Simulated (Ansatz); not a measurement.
# Ag on the 1x1 (110) surface of 3C silicon carbide (cut with top plane C + Si), one in a 2x2 cell, started at the site 'bridge C-Si (span 3.9 Å)'

Host crystal: 3C silicon carbide, with a band gap (PBE, scalar-relativistic without spin-orbit coupling).

The numbers are results of PBE (plane waves to 420 eV, PAW; Ansatz, a first-principles code), not measurements.

Slab: 49 atoms, 7.7 Å thick at the start under the adsorbate (thin: gaps and levels are the slab's own); k 3x3x1, smearing 0.01 eV, dipole-corrected; 24 atoms held, the rest relaxed; no symmetry held; spin-polarised, ending with about 0.1 μB a cell, a value that depends on the mesh; orders that need a larger cell were not tried, no spin-orbit, no U, no dispersion correction. The slab shows no gap over 0.04 eV on its mesh. At the end it is bonded to C + Si. In PBE it is, or lies within 0.03 eV of, the lowest of the starts that converged.

* **adsorption energy against an atom of fcc Ag**: 0.63 eV
* **work function of the top face**: 3.94 eV
* **change of the step from the bottom to the top vacuum level, against the clean slab**: -1.17 eV
* **energy released by relaxation**: 0.31 eV
* **height of the binding atom over the mean of the host atoms within 0.3 Å of the top one**: 1.533 Å
* **nearest host atoms of the binding atom**: C at 2.27 Å, Si at 2.56 Å, C at 2.92 Å
* **largest move of a host atom**: 0.17 Å
* **cost**: about 22 core-minutes (a rough figure)

A negative adsorption energy means that the adsorbate is more stable on the surface than in its reference.
